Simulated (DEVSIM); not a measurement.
Structure: abrupt Si n-p junction, at 300 K.

Layer 1 from the left is Si, thickness (μm) 0.140, Nd (cm⁻³) 2.7e16, τn (s) 4.6e-5, τp (s) 4.6e-5. Layer 2 from the left is Si, thickness (μm) 27.0, Na (cm⁻³) 1.7e15, τn (s) 4.6e-5, τp (s) 4.6e-5.

Left contact: ohmic. Right contact: ohmic. Voltage is applied to the left contact. Recombination: SRH at mid-gap, radiative, Auger. Mobility is constant in doping.

Constants are typed, rounded textbook-type inputs, not results; the design itself was drawn at random and stands for no fabricated device. Values at 300 K.

Si: gap (eV) 1.124, affinity (eV) 4.05, permittivity 11.7, Nc (cm⁻³) 2.86e19, Nv (cm⁻³) 3.1e19, μn (cm²/Vs) 1417, μp (cm²/Vs) 470, B (cm³/s) 4.7e-15, Cn (cm⁶/s) 2.8e-31, Cp (cm⁶/s) 9.9e-32.

Simulated with DEVSIM: 1D drift-diffusion, Boltzmann statistics, complete ionisation; no tunnelling, impact ionisation, image-force lowering or self-heating.

Dark forward current:

```csv
|V| (V),|J| (A/cm²)
0.05,6.138e-9
0.10,4.686e-8
0.15,3.217e-7
0.20,2.186e-6
0.25,1.485e-5
0.30,0.0001009
0.35,0.0006844
0.40,0.004629
0.45,0.03083
0.50,0.1892
0.55,0.8733
0.60,2.624
0.65,5.778
0.70,10.57
0.75,17.16
0.80,25.66
0.85,36.14
0.90,48.63
0.95,63.16
1.00,79.77
1.05,98.46
1.10,119.3
1.15,142.1
1.20,167.2
1.25,194.3
1.30,223.5
```

**Question.** Work out the local ideality factor n = ΔV / (kT/q · ln(J2/J1)) between the rows 0.15 and 0.20 V, 1.25 and 1.30 V.

**Answer.** kT/q = 25.85 mV. From 0.15 to 0.20 V: ln(2.186e-6/3.217e-7) = 1.916, n = 1.01, near the 1 of diffusion or emission over a barrier. From 1.25 to 1.30 V: ln(223.5/194.3) = 0.140, n = 13.82.

**Question.** Estimate the current at 0.30 V from the Shockley equation with J0 = Σ q ni² D/(N L) coth(W/L), τ joining the SRH, radiative and Auger lifetimes that are on, and W taken as the whole layer.

**Answer.** ni² = 1.16e20 cm⁻⁶; holes in the n layer: μ = 470 cm²/Vs, D = 12.1 cm²/s, τ = 4.53e-5 s, L = 235 μm, W/L = 0.00060, term 5.97e-10 A/cm²; electrons in the p layer: μ = 1420 cm²/Vs, D = 36.6 cm²/s, τ = 4.60e-5 s, L = 410 μm, W/L = 0.066, term 1.48e-10 A/cm². J0 = 7.45e-10 A/cm², and J = J0 exp(qV/kT) = 8.17e-5 A/cm². The simulation gives 0.000101 A/cm²; the estimate lies 19 % below. The estimate leaves out recombination in the depletion region and that region's share of W.
